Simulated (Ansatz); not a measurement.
The reference is CsSnI₃ in the cubic perovskite structure (space group Pm-3m, No. 221; a = 6.0305 Å). Axes: x, y, z lie along the cube axes.

All numbers come from LDA/PAW in Ansatz (a first-principles code), scalar-relativistic without spin-orbit coupling.

For the base:

| Property | Value |
|---|---|
| Pressure | 0.0 GPa |
| Volume per atom | 43.86 Å³ |
| Band gap | zero |

Perturbation: compressive biaxial strain of 1.50 % in the plane normal to [111], as in epitaxy on a mismatched substrate; the out-of-plane cell vector and the atoms relax.

Task: Estimate the effect on the energy relative to the base.

Result: The energy grows by 1.3 meV/atom.

Task: Predict the new pressure.

Result: The pressure (mean of the normal stresses, compression positive) goes from zero to 0.2 GPa.

Task: What does the calculation give for the volume per atom after the change?

Result: The volume per atom shrinks by 0.44 Å³, from 43.86 Å³ to 43.42 Å³.

Task: Estimate the effect on the band gap.

Result: The band gap is still zero.

With I present, leaving out spin-orbit coupling can change the band edges. Stability against distortions was not tested. The final runs are not spin-polarised. Many cubic perovskites are stable only at high temperature; tilts and polar distortions were not tested. A zero or small gap of CsSnI3 can be the functional's error rather than a property of the material.
